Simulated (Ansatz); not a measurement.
Calculation: PBE (plane waves to 420 eV, PAW; Ansatz, a quantum-chemistry and plane-wave program).

Electrostatic potential energy of an electron, averaged over planes parallel to the surface, in eV from the Fermi level, for a constructed model of the (111) surface of fcc Au, (√3x√3)R30° layer of Li, one a cell, on the site that continues the host's stacking (bottom of the slab: a bare face, its two planes held):

(z (Å), V (eV)): (3.67, 5.15); (3.95, 5.14); (4.24, 5.14); (4.52, 5.14); (4.80, 5.14); (5.08, 5.13); (5.37, 5.12); (5.65, 5.09); (5.93, 5.03); (6.21, 4.88); (6.50, 4.56); (6.78, 3.85); (7.06, 2.20); (7.34, -2.15); (7.62, -9.37); (7.91, -14.54); (8.19, -16.00); (8.47, -13.87); (8.75, -8.16); (9.04, -1.53); (9.32, 0.95); (9.60, -0.45); (9.88, -6.32); (10.17, -12.80); (10.45, -16.02); (10.73, -15.65); (11.01, -11.67); (11.30, -4.84); (11.58, 0.11); (11.86, 0.56); (12.14, -3.20); (12.43, -10.15); (12.71, -15.03); (12.99, -16.27); (13.27, -13.97); (13.56, -8.13); (13.84, -1.55); (14.12, 0.82); (14.40, -0.71); (14.69, -6.76); (14.97, -13.11); (15.25, -16.11); (15.53, -15.54); (15.81, -11.33); (16.10, -4.43); (16.38, 0.29); (16.66, 0.62); (16.94, -3.23); (17.23, -10.19); (17.51, -15.02); (17.79, -16.22); (18.07, -13.85); (18.36, -7.93); (18.64, -1.29); (18.92, 1.27); (19.20, 0.46); (19.49, -4.54); (19.77, -11.44); (20.05, -15.51); (20.33, -15.91); (20.62, -12.71); (20.90, -6.19); (21.18, -0.19); (21.46, 1.69); (21.75, 1.41); (22.03, 0.73); (22.31, 0.65); (22.59, 1.16); (22.87, 1.64); (23.16, 1.79); (23.44, 1.90); (23.72, 1.97); (24.00, 2.01); (24.29, 2.04); (24.57, 2.05); (24.85, 2.06); (25.13, 2.07); (25.42, 2.07); (25.70, 2.08); (25.98, 2.08); (26.26, 2.08); (26.55, 2.08)

Slab: 19 atoms, 14.2 Å thick at the start; k 9x9x1, smearing 0.1 eV, dipole-corrected; 6 atoms held, the rest relaxed; symmetry of the start imposed; no spin, no spin-orbit, no U. It is one candidate, not shown to be the stable structure of the face.

### Question
The surface cell has an area of 22.45 Å². What dipole along the normal does the step between the two vacuum levels imply?

### Answer
the top vacuum level lies 3.07 eV below the bottom one; p = −ε₀ A ΔV (ε₀ = 0.005526 e/(V·Å)) gives 0.38 e·Å a cell.
